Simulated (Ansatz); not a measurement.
**Effect of uniaxial strain ε_zz = +2.00 % on Zr**

Start from Zr in the hcp (Mg type) structure (space group P6_3/mmc, No. 194; a = 3.182 Å, c = 5.124 Å; relaxed with 0.1 eV smearing). Axes: x lies along a and z along c of the hexagonal cell.

Now apply this change: uniaxial strain ε_zz = +2.00 %, all other strain components held at zero; the atoms relax in the strained cell.

Calculations: Kohn–Sham DFT with the PBEsol functional, run in Ansatz (a program for electronic structure) with PAW and 420 eV plane waves, without spin-orbit coupling. k-mesh 21×21×11 (Γ-centred); smearing 0.1 eV (Fermi–Dirac).

| quantity | base | changed | shift |
|---|---|---|---|
| space group | P6_3/mmc (No. 194) | P6_3/mmc (No. 194) | – |
| shortest interatomic distance | 3.153 Å | 3.182 Å | +0.0299 Å |
| energy relative to the base (free energy F) | 0 meV/atom | +4.6 meV/atom | +4.6 meV/atom |
| pressure (mean of the normal stresses, compression positive) | 0.0 GPa | -2.0 GPa | -2.0 GPa |
| band gap | zero | zero | – |
| stress (xx, yy, zz, yz, xz, xy; compression positive) | – | (-1.4, -1.4, -3.2, 0.0, 0.0, 0.0) GPa | – |

No phonon test of stability was made. All final runs are without spin polarisation.
